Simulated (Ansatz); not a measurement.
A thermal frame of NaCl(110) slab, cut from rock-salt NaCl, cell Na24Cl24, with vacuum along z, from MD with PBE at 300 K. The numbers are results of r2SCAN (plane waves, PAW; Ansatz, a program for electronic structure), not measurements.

- plane-wave cutoff: 500 eV
- k-points: 2x2x1 mesh shifted by half a step in the plane
- Fermi-Dirac width: 0.050 eV
- spin: not polarised; no spin-orbit coupling

A check of the k-sampling: on the last frame of the same run a denser mesh moved the PBE forces by 0.000 eV/Å rms and the free energy by 0 meV/atom.

```xyz
48
Lattice="8.1662 0.0000 0.0000 0.0000 11.5487 0.0000 0.0000 0.0000 22.2077" Properties=species:S:1:pos:R:3 pbc="T T T"
Na    -0.2935     5.4672     6.7452
Na     5.9314     2.8264     7.9369
Na     2.0031     2.7825     8.1006
Na     3.9124     5.7312     6.5055
Na     4.0550     5.7824    10.3626
Na     2.0827     2.8260    12.1812
Na     6.0904     3.0243    12.3227
Na     0.0493     5.6393    10.3545
Na    -0.3037     5.8764    14.1698
Na     5.8403     2.9752    16.0707
Na     1.6798     3.0482    15.8308
Na     3.7102     5.8459    14.5773
Cl     1.8179     5.5474     8.1674
Cl     3.7565     2.9685     6.2243
Cl    -0.1294     2.8107     6.3995
Cl     6.0726     5.7510     8.4532
Cl     5.8760     5.7429    12.2305
Cl    -0.0477     2.7770    10.1929
Cl     4.0271     2.9090    10.2748
Cl     2.1298     5.5929    12.2690
Cl     1.7246     5.8707    16.5349
Cl     3.8719     3.0015    14.2785
Cl    -0.2879     2.8454    14.2583
Cl     5.9802     6.0334    16.1733
Na    -0.5158    11.4126     6.3224
Na     5.9226     8.4898     8.2057
Na     1.9017     8.7932     7.7972
Na     3.8681    11.8040     6.5274
Na     3.9827    11.3727     9.9022
Na     1.9831     8.7829    12.3516
Na     5.9468     8.4217    12.3157
Na     0.1629    11.4266    10.2979
Na    -0.2420    11.5068    14.0697
Na     5.9978     8.9690    16.0463
Na     1.8006     8.5884    16.2985
Na     3.8353    11.6608    14.5741
Cl     1.8512    11.6144     8.1701
Cl     4.1843     8.6730     6.1155
Cl    -0.3272     8.6831     6.3254
Cl     5.8868    11.3048     8.2252
Cl     6.0590    11.6489    12.0168
Cl    -0.2051     8.5549    10.4396
Cl     3.6925     8.4565    10.0866
Cl     2.0992    11.4700    12.3582
Cl     1.7283    11.8364    16.3368
Cl     3.8788     8.7219    14.3691
Cl    -0.2941     8.6630    14.2440
Cl     5.9935    11.6561    16.4666
```

Task: Give the forces on atoms 2, 3, 4, 9, 15, 16, 18, 19, 21, 22, 23, 24, 25, 26, 32, 37 (eV/Å).

Result: 
```tsv
atom	Fx Fy Fz
Na2	-0.071 0.011 0.569
Na3	-0.344 0.211 0.454
Na4	0.035 0.189 0.067
Na9	0.089 -0.096 0.291
Cl15	-0.174 -0.259 -0.301
Cl16	-0.513 -0.149 -0.061
Cl18	0.052 0.078 0.149
Cl19	0.033 -0.151 -0.313
Cl21	0.046 -0.064 -0.462
Cl22	0.071 -0.074 0.064
Cl23	-0.075 0.192 -0.207
Cl24	-0.129 -0.172 -0.100
Na25	0.354 0.004 0.055
Na26	0.035 0.113 0.092
Na32	-0.398 0.073 0.172
Cl37	-0.073 -0.293 -0.082
```
